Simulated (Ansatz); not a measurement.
Results of HSE06 (plane waves, PAW; Ansatz, an electronic-structure program) for ScOF (P2₁/c, No. 14, 12 atoms in the cell; start mp-4661).

Run with plane-wave cutoff 460 eV, 4×4×4 k mesh, Fermi–Dirac smearing 0.01 eV, scalar-relativistic PAW data made under PBE.

Cell (relaxed with PBEsol):

```
ScFO
1.0
    5.15356     0.00000    -0.00479
    0.00000     5.12450     0.00000
   -0.89843     0.00000     5.13527
Sc O F
4 4 4
Direct
  0.69171   0.47203   0.28800
  0.30829   0.52797   0.71200
  0.30829   0.97203   0.21200
  0.69171   0.02797   0.78800
  0.54362   0.74616   0.01183
  0.45638   0.25384   0.98817
  0.45638   0.24616   0.48817
  0.54362   0.75384   0.51183
  0.94282   0.32711   0.65898
  0.05718   0.67289   0.34102
  0.05718   0.82711   0.84102
  0.94282   0.17289   0.15898
```

Q: Estimate the band gap, smallest direct gap on the k points sampled and Γ–Γ gap that the calculation returns.

A: 
- band gap: 6.45 eV (on the SCF k mesh) (indirect)
- smallest direct gap on the k points sampled: 6.60 eV
- Γ–Γ gap: 6.74 eV

Note: cell and atoms aren't relaxed at this level (largest force component 0.07 eV/Å, pressure 2.1 GPa).

Static lattice: no zero-point or thermal effects.

Cost on a shared machine: very roughly 10 core-minutes.

A start named mp-… is a Materials Project structure, which need not be a measured phase.
